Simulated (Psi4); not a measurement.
Psi4 1.11, unrestricted WB97X/def2-svp: sulfur difluoride triplet (FSF), charge 0, multiplicity 3, 3 atoms. The geometry is a generated start, not checked to be a minimum at this level.

| Quantity | Value |
|---|---|
| task | energy |
| method | wb97x |
| basis | def2-svp |
| memory | 3 GB |
| maxiter | 100 |
| keys of the molecule block | symmetry c1 |
| scf_type | df (default) |
| diis_max_vecs | 10 (default) |
| e_convergence | 1e-06 (default) |
| d_convergence | 1e-06 (default) |
| dft_radial_points | 75 (default) |
| dft_spherical_points | 302 (default) |
| basis functions | 46 |
| grid points | 64237 |

```xyz
3

F     -1.2169    -0.3884     0.0204
S     -0.0167     0.7194     0.0002
F      1.2336    -0.3311    -0.0206
```

Charge 0 and multiplicity 3 are set for this test and not shown to be the ground state.

With the defaults (guess = auto, which took SAD, damping_percentage = 0, diis = true, scf_initial_accelerator = adiis, diis_start = 1, level_shift = 0, level_shift_cutoff = 0.01, soscf = false, soscf_start_convergence = 0.01) it converges in 9 SCF iterations. One run each on 2 threads, with these changes:
- soscf = true, soscf_start_convergence = 0.1
- guess = sadno
- damping_percentage = 60
- guess = sapgau
- guess = sap
- damping_percentage = 60, diis = false, scf_initial_accelerator = none
- level_shift = 0.5, level_shift_cutoff = 0.001
- scf_initial_accelerator = ediis
- diis_start = 4

Problem. Which runs fail or end elsewhere than the default run?

Solution. No convergence: damping_percentage = 60; damping_percentage = 60, diis = false, scf_initial_accelerator = none (the run ends without SCF convergence in 100 iterations). Another solution: guess = sap (1100 meV higher); guess = sapgau (1100 meV higher). The rest reach the solution of the defaults.

| setting | SCF iterations | JK calls | end |
|---|---|---|---|
| soscf = true, soscf_start_convergence = 0.1 | 6 | 22 | same solution |
| the defaults | 9 | 10 | same solution |
| scf_initial_accelerator = ediis | 9 | 10 | same solution |
| level_shift = 0.5, level_shift_cutoff = 0.001 | 10 | 11 | same solution |
| guess = sadno | 10 | 10 | same solution |
| diis_start = 4 | 12 | 13 | same solution |
| guess = sap | 12 | 12 | other solution, 1100 meV higher |
| guess = sapgau | 12 | 12 | other solution, 1100 meV higher |
| damping_percentage = 60 | 100 | 101 | no convergence |
| damping_percentage = 60, diis = false, scf_initial_accelerator = none | 100 | 101 | no convergence |

An SOSCF iteration holds several JK calls; a Hückel guess adds calls on atoms.
